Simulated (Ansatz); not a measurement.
For SiSe2 (Ibam, No. 72, 6 atoms in the cell; start mp-1179443), LDA in Ansatz (PAW) gives:

```
Item                    Value
---------------  ------------
cohesive energy  4.49 eV/atom
band gap              1.37 eV
```

### Question
What does HSE06 (Ansatz, a program for electronic structure, PAW) give for the same quantities?

### Answer

- cohesive energy: 3.66 eV/atom (decreases by 0.83 eV/atom)
- band gap: 3.24 eV (grows by 1.87 eV)

Changes are worked out from the printed values.

Unless a cell is named, each level is at its own relaxed cell (LDA 25.96, HSE06 35.15 Å³/atom).

Spin–orbit coupling is included only where a level's name says +SOC; with heavier elements it mostly lowers gaps and can invert bands. Density-functional gaps are differences of (generalised) Kohn–Sham levels.

Caveats: the relaxation could not lower the start's symmetry, so the cell can be a saddle point above a distorted one (LDA, HSE06). Ansatz's density-functional and Hartree–Fock values are scalar-relativistic unless marked +SOC, with PAW data made under PBE.

A start named mp-… is a Materials Project structure, which need not be a measured phase.
